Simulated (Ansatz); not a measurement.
Ba2CuO2Br (R-3m, No. 166, 6 atoms in the cell; start COD 2002478), treated with r²SCAN+rVV10 (plane waves, PAW; Ansatz, a quantum-chemistry and plane-wave program).

Settings: plane-wave cutoff 560 eV, 10×10×10 k mesh, Fermi–Dirac smearing 0.01 eV, no spin polarisation, scalar-relativistic PAW data made under PBE.

Cell (relaxed at this level):

```xyz
6
Lattice="2.1419 1.2366 9.6885 -2.1419 1.2366 9.6885 0.0000 -2.4733 9.6885" Properties=species:S:1:pos:R:3 pbc="T T T"
Ba     0.0000     0.0000    21.7533
Ba     0.0000     0.0000     7.3122
Cu     0.0000     0.0000    14.5327
Br     0.0000     0.0000     0.0000
O      0.0000     0.0000    12.7479
O      0.0000     0.0000    16.3176
```

Q: What does this level give for the band gap and Γ–Γ gap?

A: 
- band gap = 2.49 eV (on the SCF k mesh)
- Γ–Γ gap = 3.12 eV

Note: the relaxation could not lower the start's symmetry, so the cell can be a saddle point above a distorted one.

Spin–orbit coupling is not included.
